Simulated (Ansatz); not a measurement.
System: GaSnO3 (model structure, started from the PbTiO3 type, P4mm, No. 99, 5 atoms in the cell). Method: LDA (PAW; Ansatz, a program for electronic structure).

Numerical settings: plane-wave cutoff 520 eV, 14×14×14 k mesh, Fermi–Dirac smearing 0.05 eV, scalar-relativistic PAW data made under PBE.

Cell (relaxed at this level):

```yaml
crystal:
  lattice:
    - [3.54885, 0.00000, 0.00000]
    - [0.00000, 3.54885, 0.00000]
    - [0.00000, 0.00000, 4.71267]
  atoms:
    - { symbol: Ga, position: [0.50000, 0.50000, 0.60976] }
    - { symbol: Sn, position: [0.00000, 0.00000, 0.18333] }
    - { symbol: O, position: [0.00000, 0.50000, 0.45119] }
    - { symbol: O, position: [0.50000, 0.00000, 0.45119] }
    - { symbol: O, position: [0.50000, 0.50000, 0.99474] }
```

Problem. Estimate the bulk modulus B0 that the calculation returns.

Solution. 
bulk modulus B0: 128 GPa

The run finds no gap.

Note: the bulk modulus is −V dP/dV from two relaxed cells at ±2 % in volume; the relaxation could raise the start's symmetry but not lower it, so the cell can be a saddle point.

Spin–orbit coupling is not included; it can open a gap where bands touch, and shift volumes and moduli.

Static lattice: no zero-point or thermal effects.

Cost on a shared machine: around 7 core-minutes (rough).

A model structure was made by putting elements into a prototype or built by hand; it is no filed structure, need not be a known phase, and can be a saddle point held by its symmetry.
